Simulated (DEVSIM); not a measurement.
System: Ti/SiON/p-Si capacitor, at 300 K.

Layer 1 from the left is SiON, thickness (nm) 25.0. Layer 2 from the left is Si, thickness (nm) 9900, Na (cm⁻³) 3.4e15.

Metal gate on the left, work function 4.33 eV. Fixed charge at the semiconductor interface -4e11 cm⁻² (in units of +e); no interface traps.

The device is made up for the run: typed textbook-type constants, with dimensions and the other settings drawn at random. Values at 300 K.

SiON: gap (eV) 7, affinity (eV) 1.4, permittivity 5.5. Si: gap (eV) 1.124, affinity (eV) 4.05, permittivity 11.7, Nc (cm⁻³) 2.86e19, Nv (cm⁻³) 3.1e19.

Model (solved in DEVSIM): 1D Poisson equation in equilibrium, Boltzmann statistics, complete ionisation; no quantum confinement or tunnelling. Metal contacts follow the ideal Schottky-Mott rule: no Fermi-level pinning, no interface dipoles.

What does the simulation give for the threshold voltage (band bending 2φF)?

threshold voltage (band bending 2φF) 0.51 V.
